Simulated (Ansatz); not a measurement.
S on the 1x1 (110) surface of bcc Mo, one in a 3x3 cell, energies for each (63.6 Å²). Energies are against ⅛ S8(g), without zero-point or thermal terms; each row is named by its start.

The numbers are results of PBE (plane waves to 420 eV, PAW; Ansatz, a program for electronic structure), not measurements.

Model: 37-atom slab, 6.5 Å thick at the start under the adsorbate (thin: gaps and levels are the slab's own), 4x4x1 mesh, Fermi-Dirac 0.1 eV, dipole correction, 18 atoms held, the rest relaxed; each run with such symmetry as its start has; spin where the adsorbate may keep a moment, no spin-orbit, no U, no dispersion correction.

A negative adsorption energy means that the adsorbate is more stable on the surface than in its reference. Starts that drift may end in the same place. Heights count from the host atoms within 0.3 Å of the top one.

```csv
starting site,E_ads (eV),height (Å),nearest host atom (Å),bonded to,Δ work function (eV),lateral drift (Å),moment (μB)
top Mo,-1.50,2.35,Mo 2.17,Mo,0.29,0.0,0.0
hollow Mo-Mo-Mo,-3.10,1.70,Mo 2.39,4 Mo,0.10,0.5,–
```
